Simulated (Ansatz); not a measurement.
**La: pressure 30 GPa**

The reference is La (space group P6_3/mmc, No. 194; a = 3.661 Å, c = 11.718 Å).

It is then changed as follows: a hydrostatic pressure of 30 GPa.

All numbers come from PBEsol, PAW, 420 eV (Ansatz, a program for electronic structure; no SOC), earlier PAW set. Γ-centred 15×15×4 mesh, Fermi–Dirac width 0.05 eV.

- Volume per atom = 20.70 Å³ (base 34.01 Å³)
- Density = 11.14 g/cm³ (base 6.78 g/cm³)
- Lattice parameter a = 3.088 Å (base 3.661 Å)
- c/a ratio = 3.247 (base 3.201)
- Shortest interatomic distance = 3.076 Å (base 3.612 Å)
- Enthalpy H = E + PV relative to the base's energy = +4.71 eV/atom
- Band gap = zero (base zero)

Final structure:

```
CELL_PARAMETERS angstrom
      3.08829     0.00000     0.00000
     -1.54414     2.67454     0.00000
      0.00000     0.00000    10.02615
ATOMIC_POSITIONS crystal
  La 0.00000 0.00000 0.00000
  La 0.00000 0.00000 0.50000
  La 0.33333 0.66667 0.25000
  La 0.66667 0.33333 0.75000
```

Load acts through the strain it causes; cell and atoms are relaxed under it. Stability against distortions was not tested. Competing high-pressure phases were not computed.
